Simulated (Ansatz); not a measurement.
The reference is Al₂Cu (space group Fm-3m, No. 225; a = 5.727 Å; a cell from a computed database, its experimental status unchecked; relaxed with 0.1 eV smearing). Axes: x, y, z lie along the cube axes.

Modification: uniaxial strain ε_zz = −0.68 %, all other strain components held at zero; the atoms relax in the strained cell.

Levels (all Ansatz, a quantum-chemistry and plane-wave program, PAW): PBEsol (420 eV, no SOC); r2SCAN (500 eV, no SOC).

The geometry is relaxed with PBEsol.

```
Property           Value
---------------  -------
PBEsol pressure  0.7 GPa
```

With r2SCAN at the same geometry, the pressure rises by 0.5 GPa to 1.2 GPa.

Single points use the geometry relaxed with PBEsol. Their cutoffs differ, which shifts pressures a little. No phonon test of stability was made. The base started in I4/mmm and relaxed to Fm-3m at this level. All final runs are without spin polarisation.
